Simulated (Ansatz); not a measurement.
Base system: ZnS in the wurtzite structure (space group P6_3mc, No. 186; a = 3.782 Å, c = 6.208 Å).

Computed with DFT with PBEsol, PAW potentials and a 420 eV plane-wave cutoff in Ansatz (a first-principles code), scalar-relativistic without spin-orbit coupling.

One change was made to it. Results:

| quantity | base | after |
|---|---|---|
| band gap | 2.15 eV | 1.78 eV |
| electron mass | 0.16 mₑ along c, 0.18 mₑ across (at Γ) | 0.27 mₑ along c, 0.43 mₑ across (at K) |
| volume per atom | 19.23 Å³ | 13.46 Å³ |
| valence-band top at Γ (three highest levels, from the VBM) | 0.00, 0.00, -0.09 eV | 0.00, 0.00, -0.83 eV |

Problem. Name the change that was made.
(A) pressure 60 GPa
(B) pressure 1.8 GPa
(C) pressure −1 GPa
(D) pressure 9 GPa

Solution. A, pressure 60 GPa. For comparison, the band gap in the other runs: pressure −1 GPa gives 2.10 eV; pressure 1.8 GPa gives 2.25 eV; pressure 9 GPa gives 2.56 eV.

Load acts through the strain it causes; cell and atoms are relaxed under it. Effective masses come from finite differences of ±0.01 Å⁻¹. No phonon test of stability was made. Tetrahedral semiconductors of this kind turn to denser phases somewhere between about 1 and 50 GPa; those were not computed, so compressed cells here can lie past the real transition.
